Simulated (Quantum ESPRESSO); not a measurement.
The steps of a band-structure calculation for VCrB₄ (P6/mmm, 6 atoms in the cell) with Quantum ESPRESSO.

Method: LDA (PZ), GBRV 1.5 ultrasoft (LDA) pseudopotentials (plane waves; Quantum ESPRESSO 7.5).

Step 1 (scf):

```fortran
&control
    calculation = 'scf',
    prefix = 'vcrb4',
    outdir = './tmp',
    pseudo_dir = './',
    tprnfor = .true.,
    tstress = .true.,
/
&system
    ibrav = 4,
    A = 2.996699811,
    C = 5.934900000,
    nat = 6,
    ntyp = 3,
    ecutwfc = 50,
    ecutrho = 400,
    occupations = 'smearing',
    smearing = 'gaussian',
    degauss = 0.019992,
/
&electrons
    conv_thr = 1.0d-10,
/
ATOMIC_SPECIES
V     50.9415  v_lda_v1.4.uspp.F.UPF
Cr    51.9961  cr_lda_v1.5.uspp.F.UPF
B     10.8100  b_lda_v1.4.uspp.F.UPF
ATOMIC_POSITIONS crystal
V     0.000000000    0.000000000    0.500000000
Cr    0.000000000    0.000000000    0.000000000
B     0.333333333    0.666666667    0.753160000
B     0.666666667    0.333333333    0.246840000
B     0.666666667    0.333333333    0.753160000
B     0.333333333    0.666666667    0.246840000
K_POINTS automatic
10 10 5  0 0 0
```

Step 2 (bands):

```fortran
&control
    calculation = 'bands',
    prefix = 'vcrb4',
    outdir = './tmp',
    pseudo_dir = './',
    verbosity = 'high',
/
&system
    ibrav = 4,
    A = 2.996699811,
    C = 5.934900000,
    nat = 6,
    ntyp = 3,
    ecutwfc = 50,
    ecutrho = 400,
    occupations = 'smearing',
    smearing = 'gaussian',
    degauss = 0.019992,
    nbnd = 29,
/
&electrons
    conv_thr = 1.0d-10,
    startingwfc = 'random',
    diago_thr_init = 1.0d-6,
    diagonalization = 'cg',
/
ATOMIC_SPECIES
V     50.9415  v_lda_v1.4.uspp.F.UPF
Cr    51.9961  cr_lda_v1.5.uspp.F.UPF
B     10.8100  b_lda_v1.4.uspp.F.UPF
ATOMIC_POSITIONS crystal
V     0.000000000    0.000000000    0.500000000
Cr    0.000000000    0.000000000    0.000000000
B     0.333333333    0.666666667    0.753160000
B     0.666666667    0.333333333    0.246840000
B     0.666666667    0.333333333    0.753160000
B     0.333333333    0.666666667    0.246840000
K_POINTS crystal_b
12
  0.00000000   0.00000000   0.00000000  12  ! G
  0.50000000   0.00000000   0.00000000   7  ! M
  0.33333333   0.33333333   0.00000000  14  ! K
  0.00000000   0.00000000   0.00000000   5  ! G
  0.00000000   0.00000000   0.50000000  12  ! A
  0.50000000   0.00000000   0.50000000   7  ! L
  0.33333333   0.33333333   0.50000000  14  ! H
  0.00000000   0.00000000   0.50000000   1  ! A
  0.50000000   0.00000000   0.50000000   5  ! L
  0.50000000   0.00000000   0.00000000   1  ! M
  0.33333333   0.33333333   0.00000000   5  ! K
  0.33333333   0.33333333   0.50000000   1  ! H
```

Step 3 (bands.x):

```fortran
&bands
    prefix = 'vcrb4',
    outdir = './tmp',
    filband = 'bands.dat',
    lsym = .false.,
/
```

Output of bands (abridged):

```
     Atomic positions and unit cell read from directory:
     ./tmp/vcrb4.save/
     G-vector sticks info
     --------------------
     sticks:   dense  smooth     PW     G-vecs:    dense   smooth      PW
     Sum         877     439    139                41963    14865    2531

     bravais-lattice index     =            4
     lattice parameter (alat)  =       5.6629  a.u.
     unit-cell volume          =     311.4778 (a.u.)^3
   [... lines left out ...]
        k(    2) = (   0.0416667   0.0240563   0.0000000), wk =   0.0238095
        k(    3) = (   0.0833333   0.0481125   0.0000000), wk =   0.0238095
   [... 81 lines left out ...]

     Dense  grid:    41963 G-vectors     FFT dimensions: (  40,  40,  72)

     Smooth grid:    14865 G-vectors     FFT dimensions: (  25,  25,  54)

     The potential is recalculated from file :
     ./tmp/vcrb4.save/charge-density

     negative rho (up, down):  1.111E-03 0.000E+00

     Band Structure Calculation
     CG style diagonalization

     ethr =  1.00E-06,  avg # of iterations = 29.5

     End of band structure calculation

          k = 0.0000 0.0000 0.0000 (  1861 PWs)   bands (ev):

   -54.6886 -47.3512 -26.5591 -26.3041 -26.3041 -21.7412 -21.3826 -21.3826
     2.1085   4.6043   7.8508  12.7421  12.7421  13.5256  14.5847  14.7665
    14.7665  15.5788  15.5788  15.6732  15.6732  16.9880  16.9880  17.4659
    19.6276  19.6276  21.6805  21.6804  22.6478

          k = 0.0417 0.0241 0.0000 (  1853 PWs)   bands (ev):

   -54.6882 -47.3506 -26.5586 -26.3069 -26.3048 -21.7403 -21.3873 -21.3838
     2.1422   4.6204   7.8935  12.6601  12.7431  13.5339  14.4192  14.4424
    14.5299  15.6064  15.6996  15.8734  15.9127  16.9906  17.0929  17.4722
    19.4322  19.4442  21.8852  21.9451  22.6976

   [... 82 blocks of this kind left out ...]
```

Output of bands.x (abridged):

```
     Reading xml data from directory:

     ./tmp/vcrb4.save/

     G-vector sticks info
     --------------------
     sticks:   dense  smooth     PW     G-vecs:    dense   smooth      PW
     Sum         877     439    139                41963    14865    2531

     negative rho (up, down):  1.111E-03 0.000E+00
     Reading collected, re-writing distributed wavefunctions
     high-symmetry point:  0.0000 0.0000 0.0000   x coordinate   0.0000
     high-symmetry point:  0.5000 0.2887 0.0000   x coordinate   0.5774
     high-symmetry point:  0.3333 0.5774 0.0000   x coordinate   0.9107
     high-symmetry point:  0.0000 0.0000 0.0000   x coordinate   1.5774
     high-symmetry point:  0.0000 0.0000 0.2525   x coordinate   1.8298
     high-symmetry point:  0.5000 0.2887 0.2525   x coordinate   2.4072
     high-symmetry point:  0.3333 0.5774 0.2525   x coordinate   2.7405
     high-symmetry point:  0.0000 0.0000 0.2525   x coordinate   3.4072
     high-symmetry point:  0.5000 0.2887 0.2525   x coordinate   3.4072
     high-symmetry point:  0.5000 0.2887 0.0000   x coordinate   3.6596
     high-symmetry point:  0.3333 0.5774 0.0000   x coordinate   3.6596
     high-symmetry point:  0.3333 0.5774 0.2525   x coordinate   3.9121

     Plottable bands (eV) written to file bands.dat.gnu
     Bands written to file bands.dat

   JOB DONE.
```

The starting cell comes from a database of computed structures (which also holds hypothetical and non-ambient phases and stackings), without a prior relaxation at this level. Spin polarisation is off.
